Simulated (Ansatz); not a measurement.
Os under load (space group P6_3/mmc), Ansatz (a quantum-chemistry and plane-wave program) with PBEsol, DFPT electron-phonon coupling, linearised Boltzmann equation. Condition of this run: biaxial stress xx = yy = -3 GPa (compression positive) (the target of the relaxation). Phonon-limited resistivity 8.43 μΩ·cm at 300 K along y (a = (2.74, 0.00, 0.00) Å; b = (-1.37, 2.37, 0.00) Å; c = (0.00, 0.00, 4.30) Å), 11.5 μΩ·cm at 400 K, current-weighted mean free path 8.5 nm, Drude plasma energy 7.94 eV.

Estimate the electronic thermal conductivity at 300 K by the Wiedemann-Franz law (L₀ = 2.44×10⁻⁸ W·Ω/K²).

L₀T/ρ = 2.44×10⁻⁸ × 300/(8.43×10⁻⁸) = 86.8 W/(m·K). Inelastic scattering puts the true Lorenz number somewhat under L₀ near and below the Debye temperature.

What temperature coefficient of resistance follows, and how does it compare with 1/T?

(ρ₄₀₀ − ρ₃₀₀)/(100 K × ρ₃₀₀) = 3.64×10⁻³ K⁻¹, against 1/T = 3.33×10⁻³ K⁻¹ for a resistivity proportional to T. It lies higher because phonons are still being populated at 300 K; impurities would add a constant and lower it.

Estimate the resistivity of a 80 nm square wire with diffuse walls from ρ ≈ ρ₀(1 + 3ℓ/4d).

1 + 0.75 × 8.5/80 = 1.08, so ρ ≈ 9.10 μΩ·cm and a line 1 μm long has 14.2 Ω. The formula is the free-electron limit for d well above ℓ; grain boundaries add to it.

A metal at this level (no band gap). Only scattering by harmonic phonons is included (no impurities, grain boundaries, electron-electron scattering or thermal expansion). Spin-orbit coupling is left out, which matters with elements this heavy. Halving the electron mesh (36x36x20) moves the resistivity by up to 1 % at 300 K, the mean free path by up to 1 %. Smearing 0.20 eV; phonons on a 6x6x3 q mesh, which this run doesn't test.
